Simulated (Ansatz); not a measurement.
System: TiAl (Pm-3m, No. 221, 2 atoms in the cell; start mp-1061123; a measured phase of this formula has another space group). Method: PBEsol (PAW; Ansatz, a quantum-chemistry and plane-wave program).

Numerical settings: plane-wave cutoff 520 eV, 18×18×18 k mesh, Fermi–Dirac smearing 0.05 eV, no spin polarisation, scalar-relativistic PAW data made under PBE.

Cell (relaxed at this level):

```
AlTi
1.0
    3.15615     0.00000     0.00000
    0.00000     3.15615     0.00000
    0.00000     0.00000     3.15615
Ti Al
1 1
Direct
  0.00000   0.00000   0.00000
  0.50000   0.50000   0.50000
```

### Question
What does this level give for the bulk modulus B0?

### Answer

- bulk modulus B0 = 119 GPa

Note: the run has no spin polarisation, so it can have missed a magnetic state; the bulk modulus is −V dP/dV from two relaxed cells at ±2 % in volume; the relaxation could not lower the start's symmetry, so the cell can be a saddle point above a distorted one.

It cost roughly 22 core-seconds of CPU time.

A start named mp-… is a Materials Project structure, which need not be a measured phase.
